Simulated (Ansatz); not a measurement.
**Effect of pressure 7 GPa on Mg2Si**

Base system: Mg2Si (space group Fm-3m, No. 225; a = 6.364 Å).

One thing is altered: cell and atoms relaxed at a pressure of 7 GPa.

Level of theory: PBE/PAW in Ansatz (a program for electronic structure), no SOC, earlier PAW set. Settings: 9×9×9 k-points, 0.05 eV Fermi–Dirac smearing.

Volume per atom: 19.34 Å³ (base 21.48 Å³)
Density: 2.19 g/cm³ (base 1.98 g/cm³)
Enthalpy H = E + PV relative to the base's energy: +0.89 eV/atom
Band gap: 0.08 eV (base 0.22 eV)
Gap character: indirect, Γ → X (base indirect, Γ → X)
Smallest direct gap: 2.15 eV (base 1.84 eV)
Electron mass: 0.58 mₑ along k, 0.18 mₑ across (at X) (base 0.58 mₑ along k, 0.19 mₑ across (at X))
Hole mass (degenerate bands, along [100]): 0.18, 0.34, 0.34 mₑ (at Γ) (base 0.14, 0.35, 0.35 mₑ (at Γ))

Load acts through the strain it causes; cell and atoms are relaxed under it. Effective masses come from finite differences of ±0.01 Å⁻¹. Along k means along the line from Γ to the band edge. No phonon test of stability was made. No other phases were tried under pressure. The zero or small gap of Mg2Si can change with the level of theory.
